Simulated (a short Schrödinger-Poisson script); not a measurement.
Solved with a short Schrödinger-Poisson script written for these runs: 1D Poisson equation in equilibrium, electrons quantum, Hartree (BenDaniel-Duke, 40 states a valley, the channel's in-plane mass for all, wave functions free to enter the barrier), parabolic valleys, classical holes, donors ionised by Fermi statistics, acceptors fully, no traps, pinning or gate leakage.

Structure: gated Al0.3Ga0.7As/GaAs modulation-doped gas, at 300 K.

From the gate side: 20 nm Al0.3Ga0.7As; 10 nm Al0.3Ga0.7As, donors 1.2e18 cm⁻³; 5 nm Al0.3Ga0.7As; 6000 nm GaAs, acceptors 2e15 cm⁻³.

Constants are typed, rounded textbook-type inputs, not results; the design itself was drawn at random and stands for no fabricated device. Al0.3Ga0.7As: permittivity 12.05, conduction-band edge (eV) 0.237, gap (eV) 1.798, electron mass (mₑ) 0.0919, Nv at 300 K (cm⁻³) 9e18. GaAs: permittivity 12.9, conduction-band edge (eV) 0, gap (eV) 1.424, Nv at 300 K (cm⁻³) 9e18.

Channel valleys (confinement mass, in-plane density-of-states mass, number): Γ 0.067, 0.067, 1. At the gate the conduction-band edge of layer 1 lies 0.99 eV − eVg above the Fermi level of the channel; the field vanishes at the back. Donor level 0.006 eV below the band edge. The barrier under the gate holds no holes. Gaps are held at their typed values at every temperature. Mesh 0.08 nm at interfaces.

Task: Give the capacitance at Vg = 0.5 V (μF/cm²); the gate voltage at 1e11 electrons/cm² (V); the centroid of the channel electrons at Vg = 0.5 V (nm).

Result: capacitance at Vg = 0.5 V (μF/cm²): 0.217; gate voltage at 1e11 electrons/cm² (V): 0.43; centroid of the channel electrons at Vg = 0.5 V (nm): 10.75.
